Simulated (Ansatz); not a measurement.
Model glasses of amorphous SiO2, 71 to 77 atoms (Si24O48 before any change). Each row is one cell at a composition chosen by hand, melted whole on the CHGNet potential with the anions pushed apart under 1.9 Å, quenched within some picoseconds, far faster than a real film, and relaxed with PBE, scalar-relativistic without spin-orbit coupling (plane waves to 420 eV, PAW; Ansatz, a quantum-chemistry and plane-wave program). Each is the lower in DFT energy of 2 quenches. Cycles of charging and discharging were tried on some cells ahead of these points, and a cell that came back lower was taken. The column on the box says what of it was relaxed with the atoms; held means as the quench left it. Cells that kept moments or hold spare charge are left out. So are cells far out in the fitted variable, so that no row sets the line alone.

At the relaxed places, the spacing of the highest filled and the lowest empty level was computed at the zone centre with PBE and with HSE06, without spin polarisation, or with spin where the moments then died out. A level counts as spread where PBE shares it among more than a fifth of the atoms; else the element of the atom with the largest weight is named. Formal charges balance in every cell (each cation at its usual highest valence, Cu and Ag at +1, Sb at +3, H at +1, O at −2, N at −3, F and Cl at −1). Exact exchange is cut at the faces of these small cells, which leaves the hybrid a finite-size error. Where a level is localised, the spacing isn't the band gap.

```csv
cell,change,box,highest filled on,lowest empty on,"spacing, PBE (eV)","spacing, HSE06 (eV)"
Si24O49Ag2,"+2 Ag, +1 O",shape,Ag,Ag,2.73,4.14
Si24O45N2,"+2 N, −3 O",shape,N,spread,2.96,4.42
Si24O50Ti,"+2 O, +1 Ti",shape,O,Ti,3.53,5.33
Si24O49Mg,"+1 Mg, +1 O",volume and shape,O,spread,3.98,5.73
Si24O51Lu2,"+2 Lu, +3 O",shape,O,spread,4.10,5.83
Si24O47Cl2,"+2 Cl, −1 O",volume and shape,O,spread,4.20,5.98
Si24O49H2,"+2 H, +1 O",volume,O,spread,4.48,withheld
Si24O50Hf,"+1 Hf, +2 O",shape,O,spread,4.70,6.51
```

Fit a straight line of the last column on the one before it through the 7 full rows, and predict the withheld value for Si24O49H2.

Means: x = 3.743, y = 5.420. Slope = Σ(Δx Δy) / Σ(Δx²) = 3.6177 / 2.9929 = 1.209; intercept = 5.420 − (1.209) × 3.743 = 0.895 eV; r.m.s. residual 0.075 eV. Prediction: 0.895 + (1.209) × 4.48 = 6.31 eV. The run gave 6.27 eV, a miss of 0.04 eV, within the residual.
